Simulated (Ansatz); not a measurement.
Mg2Si under a change: uniaxial stress, 5 GPa tension along x

Start from Mg2Si (space group Fm-3m, No. 225; a = 6.326 Å). Axes: x, y, z lie along the cube axes.

It is then changed as follows: uniaxial stress, 5 GPa tension along x, with the cell and atoms free to relax against it.

Level of theory: PBEsol (Ansatz, an electronic-structure program), without spin-orbit coupling. Γ-centred 13×13×13 mesh, Fermi–Dirac width 0.05 eV.

```json
[
 {"quantity": "volume per atom", "base": "21.10 Å³", "changed": "21.79 Å³", "shift": "+0.69 Å³"},
 {"quantity": "space group", "base": "Fm-3m (No. 225)", "changed": "I4/mmm (No. 139)", "shift": "–"},
 {"quantity": "shortest interatomic distance", "base": "2.739 Å", "changed": "2.771 Å", "shift": "+0.032 Å"},
 {"quantity": "energy relative to the base (free energy F)", "base": "0 meV/atom", "changed": "+16 meV/atom", "shift": "+16 meV/atom"},
 {"quantity": "band gap", "base": "0.12 eV", "changed": "zero", "shift": "–"},
 {"quantity": "strain response (xx, yy, zz) (rough)", "base": "–", "changed": "(+4.84, −0.75, −0.75) %", "shift": "–"}
]
```

Without a gap, meshes like the base's 13×13×13 leave anisotropic stresses uncertain by several tenths of a GPa, and small strain energies with them. Stability under load was not tested beyond the relaxation. All final runs are without spin polarisation. The zero or small gap of Mg2Si can change with the level of theory.
